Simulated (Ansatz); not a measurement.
This concerns the formation energy of Au_W in W (bcc, Im-3m). Reaction: 63 W (bcc) + Au (fcc) → cell A.

Cell A: a supercell of 64 sites of W (bcc, Im-3m) with Au on a W site (8 W at 2.80 Å); spin state with PBE: run without spin, k-point mesh 4×4×4.
```xyz
64
Lattice="11.0287 0.0000 0.0000 -3.6762 10.3979 0.0000 -3.6762 -5.1990 9.0049" Properties=species:S:1:pos:R:3 pbc="T T T"
W      0.0000     0.0000     0.0000
W     -0.9220    -1.3039     2.2518
W      9.1906    -2.5995     4.5024
W      8.2745    -3.8950     6.7531
W     -0.9220     2.6021    -0.0034
W     -1.8430     1.2980     2.2482
W      8.2690    -0.0045     4.5024
W      7.3524    -1.2997     6.7537
W     -1.8381     5.1990     0.0000
W     -2.7597     3.9015     2.2473
W      7.3524     2.5995     4.5024
W      6.4359     1.2975     6.7576
W      8.2745     7.7959     0.0034
W      7.3524     6.4987     2.2512
W      6.4359     5.2035     4.5024
W      5.5192     3.9010     6.7567
W      2.7606    -0.0019    -0.0034
W      1.8381    -1.3049     2.2482
W      0.9156    -2.6034     4.5024
W      0.0000    -3.8992     6.7537
W      1.8381     2.5995    -0.0060
W      0.9037     1.2781     2.2137
W      0.0134     0.0190     4.5024
W     -0.9220    -1.3039     6.7531
W      0.9156     5.2009    -0.0034
W      0.0134     3.8897     2.2676
W     -0.9650     2.5995     4.5024
W     -1.8430     1.2980     6.7567
W      0.0000     7.7984     0.0000
W     -0.9220     6.5003     2.2473
W     -1.8430     5.2024     4.5024
W     -2.7597     3.9015     6.7576
W      5.5143     0.0000     0.0000
W      4.5983    -1.3014     2.2473
W      3.6762    -2.5995     4.5024
W      2.7542    -3.8976     6.7576
W      4.5983     2.5969    -0.0034
W      3.6628     1.3092     2.2676
W      2.7725    -0.0433     4.5024
W      1.8381    -1.3049     6.7567
W      3.6762     5.1990     0.0000
W      2.7725     3.9209     2.2137
Au     1.8381     2.5995     4.5024
W      0.9037     1.2781     6.7912
W      2.7542     7.8010     0.0034
W      1.8381     6.5039     2.2482
W      0.9037     5.2423     4.5024
W      0.0134     3.8897     6.7372
W      8.2681     0.0019     0.0034
W      7.3524    -1.2997     2.2512
W      6.4368    -2.5956     4.5024
W      5.5143    -3.8940     6.7567
W      7.3524     2.5995     0.0000
W      6.4359     1.2975     2.2473
W      5.5192    -0.0035     4.5024
W      4.5983    -1.3014     6.7576
W      6.4368     5.1970     0.0034
W      5.5192     3.9010     2.2482
W      4.6412     2.5995     4.5024
W      3.6628     1.3092     6.7372
W      5.5143     7.7984     0.0060
W      4.5983     6.5029     2.2518
W      3.6628     5.1800     4.5024
W      2.7725     3.9209     6.7912
```

Reference: W (bcc, Im-3m), 64 atoms in the cell, the relaxed perfect crystal repeated, atoms not moved again; spin state with PBE: run without spin, k-point mesh 4×4×4 on the run's own vectors.

Reference: Au (fcc, Fm-3m), 1 atom in the cell, k-point mesh 24×24×24 on the run's own vectors. Conventional cell: a = b = c = 4.158 Å, α = β = γ = 90.00°.

All numbers come from Ansatz (a first-principles code), plane waves with PAW, its default PAW set, cutoff 500 eV. The structures are at rest with PBE, within the held lattices; other levels are single points on them. Neutral cells; Fermi-Dirac smearing of at most 0.10 eV in the solids, energies taken to zero width. The lattices are those relaxed with PBE, so at other levels the solids can be strained. Larger cells are relaxed from a start prepared with the learned potential CHGNet, on a coarser mesh till forces fall under 0.03 eV/Å, which some starts already meet. A dispersion term (D3(BJ), or D4 for r2SCAN) was computed beside these levels and is taken off wherever the name lacks it. Static lattices, no vibrational contributions. The structures are the rest points that the relaxations reached, not proven lowest. The runs are scalar-relativistic, without spin-orbit coupling. Values are for these cell sizes. Mesh and cell size may move defect energies by 0.1 eV or more. Cell A has symmetry Im-3m within 0.02 Å and got no random move, so less symmetric positions, which may lie lower, weren't tried.

Q: What is the computed value (r2SCAN)?

A: 2.08 eV, for 63 W (bcc) + Au (fcc) → cell A.
